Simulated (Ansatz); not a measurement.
Rh, response to strain

The parent structure is Rh in the fcc (Cu type) structure (space group Fm-3m, No. 225; relaxed with 0.1 eV smearing).

```yaml
crystal:
  lattice:
    - [0.00000, 1.90077, 1.90077]
    - [1.90077, 0.00000, 1.90077]
    - [1.90077, 1.90077, 0.00000]
  atoms:
    - { symbol: Rh, position: [0.00000, 0.00000, 0.00000] }
```

Cartesian axes are those of the cell as printed.

Strains are applied to the cell and any free atomic positions relax.

Computed with Ansatz (a program for electronic structure) r2SCAN, spin-orbit coupling left out.

Notes on the quantities. energy relative to the base: free energy F; pressure: mean of the normal stresses, compression positive.

| case | energy relative to the base | pressure | shortest interatomic distance |
|---|---|---|---|
| base | 0 meV/atom | 0.0 GPa | 268.8 pm |
| tensor shear ε_xy = +1.71 % | +9.8 meV/atom | 0.4 GPa | 264.2 pm |
| tensor shear ε_xy = +1.43 % | +6.8 meV/atom | 0.3 GPa | 265.0 pm |
| tensor shear ε_xy = +0.86 % | +2.5 meV/atom | 0.1 GPa | 266.5 pm |
| tensor shear ε_xy = +0.29 % | +0.3 meV/atom | 0.0 GPa | 268.0 pm |
| tensor shear ε_xy = +1.14 % | +4.3 meV/atom | 0.2 GPa | 265.7 pm |
| tensor shear ε_xy = +2.00 % | +13 meV/atom | 0.6 GPa | 263.4 pm |
| tensor shear ε_xy = +0.57 % | +1.1 meV/atom | 0.0 GPa | 267.3 pm |

No phonon test of stability was made. All final runs are without spin polarisation.
